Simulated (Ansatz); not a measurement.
Ansatz (a program for electronic structure) run on MgS (I4mm, 2 atoms in the cell): relaxation of the atoms.

Level of theory: LDA (PW92), default PAW files made with PBE (plane waves; Ansatz).

The change in words: one atom moved by 0.15 angstrom; relax: default → atoms; relax.f_tol: default → 0.005 eV/Å. Reference geometry:
```yaml
crystal:
  lattice:
    - [0.00000, 2.60780, 2.60780]
    - [2.60780, 0.00000, 2.60780]
    - [2.60780, 2.60780, 0.00000]
  atoms:
    - { symbol: Mg, position: [0.00000, 0.00000, 0.00000] }
    - { symbol: S, position: [0.50000, 0.50000, 0.50000] }
```

Reference input (self-consistent single point, DFT, LDA (PW92), plane waves, default PAW files made with PBE): basis.ecutwfc = 420 eV; kpoints.mp_grid.grid = 8 8 8; hamiltonian.xc = lda; hamiltonian.pseudopotentials = {kind: paw} (the program's default PAW files); scf.occupations.method = fermi_dirac; scf.occupations.width = 0.05 eV. This run's input differs from it in these lines:

```diff
@@ -7,3 +7,3 @@
   atoms:
-    - { symbol: Mg, position: [0.000000, 0.000000, 0.000000] }
+    - { symbol: Mg, position: [0.028760, 0.028760, -0.028760] }
     - { symbol: S, position: [0.500000, 0.500000, 0.500000] }
@@ -18,2 +18,4 @@
   occupations: { method: fermi_dirac, width: 0.05 }
+relax:
+  f_tol: 0.005
 output:
```

Output (repeated stretches shortened):

```
   [... SCF lines of the steps left out ...]
relax step   1: F+E_penalty+E_count = -2774.12836655 eV  Δ(F+E_penalty+E_count) = +0.000e0 eV  max|allowed force component| = 4.140e-1 eV/Å  Δτ_max = 0.0000 Å  (6 SCF iters, dr2 threshold 6.25e-7 eV, accepted)
relax step   2: F+E_penalty+E_count = -2774.14247271 eV  Δ(F+E_penalty+E_count) = -1.411e-2 eV  max|allowed force component| = 2.822e-1 eV/Å  Δτ_max = 0.0204 Å  (4 SCF iters, dr2 threshold 1.07e-5 eV, accepted)
relax step   3: F+E_penalty+E_count = -2774.15731451 eV  Δ(F+E_penalty+E_count) = -1.484e-2 eV  max|allowed force component| = 5.583e-3 eV/Å  Δτ_max = 0.0534 Å  (5 SCF iters, dr2 threshold 4.98e-6 eV, accepted)
relax step   4: F+E_penalty+E_count = -2774.15731453 eV  Δ(F+E_penalty+E_count) = -2.801e-8 eV  max|allowed force component| = 5.964e-3 eV/Å  Δτ_max = 0.0000 Å  (3 SCF iters, accepted)
relax step   5: F+E_penalty+E_count = -2774.15732203 eV  Δ(F+E_penalty+E_count) = -7.493e-6 eV  max|allowed force component| = 1.469e-4 eV/Å  Δτ_max = 0.0012 Å  (3 SCF iters, accepted)
the relaxation is at rest under the 8 symmetry operations that the run kept from its start: a minimum is not shown …
Stability not checked: this state was not tested for a lower state beside it, because too few of the mixer's solves of this state at the end of the SCF gave a …
Free energy (F): -2774.157322 eV
Internal energy: -2774.157322 eV  (E = F + TS)
E sigma→0 (E₀):  -2774.157322 eV
Fermi energy:    7.398402 eV
--- Forces (eV/Å), atoms counted from 1 ---
  atom   1  Mg    -0.00000000     0.00000000    -0.00012929
  atom   2  S      0.00000000     0.00000000     0.00016450
   [... lines left out ...]
--- Relaxed structure (5 steps of the walk, 5 accepted, 0 SCFs on fresh bases) ---
  F+E_penalty+E_count = -2774.15732203 eV   max|allowed force component| = 1.469e-4 eV/Å
  atoms:
    - { symbol: Mg, position: [0.014385003616553881, 0.014385003616553881, -0.014385003616553881] }
    - { symbol: S, position: [0.5143749963834461, 0.5143749963834461, 0.4856250036165539] }
```

The run converged. 

Summary of the result:
| Property | Result |
|---|---|
| Free energy E − TS (on the zero of these files) | -2774.1573 eV |
| Top of the valence band (on the code's own zero) | 6.11 eV |
| Gap on the k-point mesh | 2.55 eV |
| Pressure | -3.76 GPa |
| Relaxation steps | 5 |

The starting cell has typed, rounded lattice constants, without a prior relaxation at this level. Its lattice was rescaled by up to half a per cent. For this run, on top of that: one atom moved by 0.15 angstrom. The relaxation keeps the symmetry of its start, so its end need not be a minimum. Ansatz's pressure includes its estimate of the finite-basis (Pulay) stress.

Keys are those of Ansatz 0.2.
